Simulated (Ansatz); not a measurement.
BP: response to strain

Take BP in the zinc blende structure (space group F-43m, No. 216; a = 4.520 Å) as the base.

Strains are applied to the cell and any free atomic positions relax.

Computed with PBEsol (Ansatz, a quantum-chemistry and plane-wave program; PAW; 420 eV plane waves; spin-orbit coupling left out).

```
isotropic strain (%)  pressure (GPa)
--------------------  --------------
-3                              18.4
-2.5                            14.8
-2                              11.5
-1                                 ?
0                                0.0
1                               -4.8
2                               -9.0
2.5                            -10.9
3                              -12.7
```

Task: Fit P = P₀ − Bδ + Cδ² with δ = (1 + ε)³ − 1 to the rows shown and predict the withheld row.

Result: Least squares on the printed values gives P₀ = 0.0 GPa, B = 174 GPa, C = 403 GPa (largest residual 0.1 GPa); this predicts 5.5 GPa, and the run gives 5.4 GPa, in agreement.

Stability against distortions was not tested.
